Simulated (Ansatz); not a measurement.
A self-consistent single point of HfOs (P4mm, 2 atoms in the cell) with Ansatz (a quantum-chemistry and plane-wave program).

Method of the run: PBEsol, default PAW files made with PBE (plane waves; Ansatz).

```xyz
2
Lattice="3.2273 0.0000 0.0000 0.0000 3.2273 0.0000 0.0000 0.0000 3.2273" Properties=species:S:1:pos:R:3 pbc="T T T"
Hf     0.0000     0.0000     0.0500
Os     1.6136     1.6136     1.6136
```

Reference input (self-consistent single point, DFT, PBEsol, plane waves, default PAW files made with PBE): basis.ecutwfc = 420 eV; kpoints.mp_grid.grid = 10 10 10; hamiltonian.xc = pbesol; hamiltonian.pseudopotentials = {kind: paw} (the program's default PAW files); scf.occupations.method = gaussian; scf.occupations.width = 0.1 eV. This run's input differs from it in these lines:

Ansatz 0.2 input:
```diff
@@ -13,3 +13,4 @@
   mp_grid:
-    grid: [10, 10, 10]
+    grid: [33, 33, 33]
+    shift: [0.5, 0.5, 0.5]
 hamiltonian:
```

The program printed (abridged):

```
SCF iter   1: F=—  HF=-26850.376355 eV  |F-HF|=—  |Δ(HF+E_count)|=         —  Δρ=8.55e-3  dr2=4.96e-2  ethr=1.77e-3  ⟨swp⟩=4.8  Hψ=243396  notcnv=0
all-band conjugate gradients solve this SCF's bands
preconditioner: auto → Kerker (q_TF=auto, 2.831 Å⁻¹)
SCF iter   2: F=—  HF=-26850.371546 eV  |F-HF|=—  |Δ(HF+E_count)|=   4.81e-3  Δρ=4.95e-3  dr2=1.76e-2  ethr=1.18e-4  ⟨swp⟩=1.0  Hψ=88434  notcnv=0
SCF iter   3: F=—  HF=-26850.368822 eV  |F-HF|=—  |Δ(HF+E_count)|=   2.72e-3  Δρ=7.37e-4  dr2=2.57e-4  ethr=4.18e-5  ⟨swp⟩=2.0  Hψ=74089  notcnv=0  defer=14
SCF iter   4: F=—  HF=-26850.368910 eV  |F-HF|=—  |Δ(HF+E_count)|=   8.82e-5  Δρ=5.63e-4  dr2=5.74e-5  ethr=6.11e-7  ⟨swp⟩=2.0  Hψ=117261  notcnv=0  defer=20
SCF iter   5: F=—  HF=-26850.368743 eV  |F-HF|=—  |Δ(HF+E_count)|=   1.67e-4  Δρ=8.53e-5  dr2=1.69e-6  ethr=1.37e-7  ⟨swp⟩=3.0  Hψ=128852  notcnv=0  defer=17
SCF iter   6: F=-26850.368735 eV  HF=-26850.368735 eV  |F-HF|=3.99e-8  |Δ(HF+E_count)|=   7.62e-6  Δρ=1.18e-5  dr2=3.28e-8  ethr=2.38e-10  ⟨swp⟩=6.6  Hψ=346430  notcnv=0
SCF 1 converged in 6 iterations: F = -26850.368735 eV  dr2 = 3.28e-8
Free energy (F): -26850.368735 eV
Internal energy: -26850.367344 eV  (E = F + TS)
E sigma→0 (E₀):  -26850.368040 eV
Entropy (-TS):   -0.001391 eV (-0.695 meV/atom)
Fermi energy:    23.884685 eV
--- Forces (eV/Å), atoms counted from 1 ---
  atom   1  Hf     0.00000000     0.00000000    -0.41254818
  atom   2  Os    -0.00000000     0.00000000     0.41254013
--- Stress (GPa, compression-positive) ---
       -0.459795       0.000000       0.000000
        0.000000      -0.459795       0.000000
        0.000000       0.000000      -0.573345
  P = ⅓ Tr σ = -0.4976 GPa (-4.976 kbar)
  The stress holds the Pulay correction. Without it, at fixed plane waves, as pw.x and ABINIT print it: P = -0.5721 GPa
```

The run converged in 6 iterations. Against the reference run the free energy stays essentially unchanged (within 1 meV/atom), the pressure goes from -0.89 to -0.50 GPa and the largest force goes from 0.433 to 0.413 eV/Å.

The starting cell comes from a database of computed structures (which also holds hypothetical and non-ambient phases and stackings), without a prior relaxation at this level. Its lattice was rescaled by up to half a per cent. One atom was moved a little off its site on purpose. Spin polarisation is off. Ansatz's pressure includes its estimate of the finite-basis (Pulay) stress.

Cost on one core of a shared machine: roughly 4 min.
